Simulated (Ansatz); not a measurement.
**PBE against r2SCAN: Mg, Mg → Zr**

The parent structure is Mg in the hcp (Mg type) structure (space group P6_3/mmc, No. 194; a = 3.186 Å, c = 5.223 Å).

(Cell as relaxed with PBE.)

Levels (all Ansatz, an electronic-structure program, PAW, earlier PAW set): PBE (420 eV, no spin-orbit coupling); r2SCAN (500 eV, without spin-orbit coupling).

Each level relaxes its own structure.

```json
[
 {"base": "volume per atom", "PBE": "22.96 Å³", "r2SCAN": "22.63 Å³"},
 {"base": "lattice parameter a", "PBE": "6.021 bohr", "r2SCAN": "5.999 bohr"},
 {"base": "band gap", "PBE": "zero", "r2SCAN": "zero"}
]
```

Now apply this change: every Mg is replaced by Zr; the structure is relaxed again.

```tsv
quantity	PBE	r2SCAN
volume per atom	23.40 Å³	[?]
c/a ratio	1.601	[?]
band gap	zero	[?]
```

Q: Given the PBE results, estimate those of r2SCAN.

A: 
- volume per atom, r2SCAN: 23.50 Å³
- c/a ratio, r2SCAN: 1.587
- band gap, r2SCAN: zero

PBE's volume per atom lies 0.10 Å³ below r2SCAN's (0.4 %); PBE's c/a ratio lies 0.014 above r2SCAN's; the two agree on the band gap. Neither level is exact; r2SCAN is the comparison here, not a measurement.

Stability against distortions was not tested. The final runs are not spin-polarised.
